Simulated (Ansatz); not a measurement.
## Element substitutions in TiC

Start from TiC in the rock salt structure (space group Fm-3m, No. 225; a = 4.2933 Å).

Each row replaces one element on all its sites; cell and atoms are relaxed.

Level of theory: PBEsol (Ansatz, an electronic-structure program, PAW, without spin-orbit coupling).

```tsv
change	density	shortest interatomic distance
base	5.03 g/cm³	2.147 Å
C → Pb	9.49 g/cm³	2.815 Å
Ti → Hf	12.94 g/cm³	2.304 Å
C → W	11.14 g/cm³	2.585 Å
```

Stability against distortions was not tested. As relaxed here, TiPb and TiW are hypothetical phases, not in the database extracts checked. The final runs are not spin-polarised.
